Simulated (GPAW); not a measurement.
Worked example: self-consistent single point of RbReO3 (Pm-3m, 5 atoms in the cell) in GPAW.

Method: LDA (Perdew-Wang 92), GPAW PAW datasets LDA (gpaw-data 1.0.1) (plane waves; GPAW 25.7.0).

```yaml
crystal:
  lattice:
    - [4.06733, 0.00000, 0.00000]
    - [0.00000, 4.06733, 0.00000]
    - [0.00000, 0.00000, 4.06733]
  atoms:
    - { symbol: Rb, position: [0.00000, 0.00000, 0.00000] }
    - { symbol: Re, position: [0.50000, 0.50000, 0.50000] }
    - { symbol: O, position: [0.50000, 0.50000, 0.00000] }
    - { symbol: O, position: [0.00000, 0.50000, 0.50000] }
    - { symbol: O, position: [0.50000, 0.00000, 0.50000] }
```

Reference input (self-consistent single point, DFT PBEsol, plane waves, GPAW PAW datasets PBEsol (made by gpaw-setup)): mode = pw; ecut = 950 eV; xc = PBEsol; kpts = 8 8 8; mesh shift (steps) = 0 0 0; occupations.name = fermi-dirac; occupations.width = 0.1 eV; nbands = -9; convergence.density = 1e-05 e/electron; symmetry.symmorphic = false; symmetry.tolerance = 0.0005; maxiter = 150. This run's input differs from it in these lines:

```diff
@@ -16,3 +16,3 @@
 calc = GPAW(mode=PW(950),
-            xc='PBEsol',
+            xc='LDA',
             kpts={'size': (8, 8, 8), 'gamma': True},
```

Its files differ too (potentials: GPAW PAW datasets LDA (gpaw-data 1.0.1)).

Log, with long lists cut:

```
     iter     time        total  log10-change:
                         energy   eigst   dens
iter:   1 --:--:--   -45.047666
iter:   2 --:--:--   -43.477258   -1.24  -1.02
iter:   3 --:--:--   -40.450798   -0.83  -1.09
iter:   4 --:--:--   -40.609779   -2.48  -1.48
iter:   5 --:--:--   -40.414801   -1.87  -1.47
iter:   6 --:--:--   -40.405868   -2.89  -2.21
iter:   7 --:--:--   -40.402729c  -4.23  -2.48
iter:   8 --:--:--   -40.399874c  -3.69  -2.53
iter:   9 --:--:--   -40.397664c  -3.95  -2.76
iter:  10 --:--:--   -40.397571c  -4.73  -3.04
iter:  11 --:--:--   -40.397553c  -4.87  -3.34
iter:  12 --:--:--   -40.397549c  -5.71  -3.71
iter:  13 --:--:--   -40.397548c  -5.96  -3.78
iter:  14 --:--:--   -40.397545c  -5.75  -3.90
iter:  15 --:--:--   -40.397543c  -6.72  -3.94
iter:  16 --:--:--   -40.397539c  -6.89  -3.96
iter:  17 --:--:--   -40.397538c  -7.40c -4.06
iter:  18 --:--:--   -40.397538c  -7.04  -4.11
iter:  19 --:--:--   -40.397538c  -7.85c -4.46
iter:  20 --:--:--   -40.397538c  -8.19c -4.58
iter:  21 --:--:--   -40.397538c  -9.13c -4.93
iter:  22 --:--:--   -40.397538c  -9.80c -5.02c
Converged after 22 iterations.

Dipole moment: (-0.000000, -0.000000, -0.000000) |e|*Ang

Energy contributions relative to reference atoms: (reference = -540516.911435)

Kinetic:         -8.196520
Potential:       +0.410487
External:        +0.000000
XC:             -33.107434
Entropy (-ST):   -0.045157
Local:           +0.518508
SIC:             +0.000000
--------------------------
Free energy:    -40.420116
Extrapolated:   -40.397538

Showing only first 2 kpts
 Kpt  Band  Eigenvalues  Occupancy
  0    18      4.12531    2.00000
  0    19      4.74399    2.00000
  0    20      4.74399    2.00000
  0    21      4.74399    2.00000

  1    18      3.97216    2.00000
  1    19      4.75516    2.00000
  1    20      5.41452    2.00000
  1    21      5.41452    2.00000

Fermi level: 6.82834

No gap
   [... lines left out ...]
Energy (eV): -40.397538

Forces in eV/Ang:
  0 Rb   -0.00000    0.00000    0.00000
  1 Re    0.00000    0.00000    0.00000
  2 O     0.00000    0.00000    0.00000
  3 O    -0.00000    0.00000    0.00000
  4 O     0.00000   -0.00000    0.00000

Stress tensor:
     0.153288     0.000000     0.000000
     0.000000     0.153288     0.000000
     0.000000     0.000000     0.153288
Stress (GPa, Voigt): [24.5594 24.5594 24.5594  0.      0.      0.    ]
```

The run converged in 22 iterations. GPAW prints stress with tension positive. 

At such cutoffs GPAW's stress carries a finite-basis (Pulay) error, which enters relaxed cells too; its log prints stress with tension positive.

The starting cell comes from a database of computed structures (which also holds hypothetical and non-ambient phases and stackings), without a prior relaxation at this level. Its lattice was rescaled by a random factor within 2.5 % of one. Spin polarisation is off.

Cost on one core of a shared machine: roughly 50 s.
